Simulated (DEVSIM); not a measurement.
Device: abrupt InP n-p junction, at 250 K.

```
layer (left to right)  material  thickness (μm)  Nd (cm⁻³)  Na (cm⁻³)  τn (s)  τp (s)
---------------------  --------  --------------  ---------  ---------  ------  ------
1                           InP            1.50       1e16          -  1.2e-8  1.2e-8
2                           InP            3.50          -     3.2e15  1.2e-8  1.2e-8
```

Left contact: ohmic. Right contact: ohmic. Voltage is applied to the left contact. Recombination: SRH at mid-gap, Auger. Mobility is μmin + (μ − μmin)/(1 + (N/Nref)^α).

This is a model device: material constants are rounded textbook-type values typed into the input, and sizes, dopings and lifetimes were drawn at random. Values at 300 K; Nc and Nv go as T^1.5, mobilities as T to minus their exponent, the gap by Varshni's rule with the affinity fixed.

| parameter | InP |
|---|---|
| gap (eV) | 1.344 |
| affinity (eV) | 4.38 |
| permittivity | 12.5 |
| Nc (cm⁻³) | 5.7e17 |
| Nv (cm⁻³) | 1.1e19 |
| μn (cm²/Vs) | 5200 |
| μp (cm²/Vs) | 170 |
| μn,min | 400 |
| μp,min | 10 |
| Nref,n | 3e17 |
| Nref,p | 4.9e17 |
| αn | 0.47 |
| αp | 0.62 |
| T exponent of μn | 2 |
| T exponent of μp | 2 |
| Cn (cm⁶/s) | 9e-31 |
| Cp (cm⁶/s) | 9e-31 |
| Varshni α (eV/K) | 0.000363 |
| Varshni β (K) | 162 |

Model (solved in DEVSIM): 1D drift-diffusion, Boltzmann statistics, complete ionisation; no tunnelling, impact ionisation, image-force lowering or self-heating.

The temperature was swept, all else fixed.

```csv
temperature (K),potential step across the device at zero bias (V),dark forward voltage at 1 A/cm² (V),dark forward voltage at 100 A/cm² (V),largest field in the device at zero bias (V/cm)
250,1.109,0.967,1.080,27000
300,1.029,0.863,0.999,26000
350,0.946,(withheld),(withheld),25000
400,0.862,0.649,0.840,24000
450,0.775,0.540,0.759,22000
500,0.687,0.429,0.678,21000
```

### Question
Fill in the missing entries.

### Answer

- 350, dark forward voltage at 1 A/cm² (V): 0.757
- 350, dark forward voltage at 100 A/cm² (V): 0.921
